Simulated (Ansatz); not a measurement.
The starting structures come from a database of crystals and need not be the phases stable at ambient conditions.

 Where the default PAW files enter, the runs use the earlier of Ansatz's two default sets.

The decay constant κ of evanescent states in the gap governs leakage through a thin film.

Input:

```yaml
crystal:
  lattice:
    - [4.00940, 0.00000, 0.00000]
    - [0.00000, 6.23419, 0.00000]
    - [2.00470, 0.00000, 3.40416]
  atoms:
    - { symbol: La, position: [0.66667, 0.24624, 0.66667] }
    - { symbol: La, position: [0.33333, 0.75376, 0.33333] }
    - { symbol: O, position: [0.66667, 0.64589, 0.66667] }
    - { symbol: O, position: [0.33333, 0.35411, 0.33333] }
    - { symbol: O, position: [0.00000, 0.00000, 0.00000] }
```

Space group of this cell: C2/m. The cell is strained (lengths across the current scaled by 1.02, ions clamped); by r2SCAN its mean pressure is -4.3 GPa.

Transport runs along the normal of the first two printed cell vectors.

No gap correction and no spin-orbit coupling; mid-gap values are interpolated between computed energies.

Question: State the band gap and the smallest decay constant κ at mid-gap according to r2SCAN in Ansatz (a program for electronic structure).

Answer: Gap 4.23 eV on a 10×6×10 mesh; κ = 0.404 1/Å, at the zone centre.
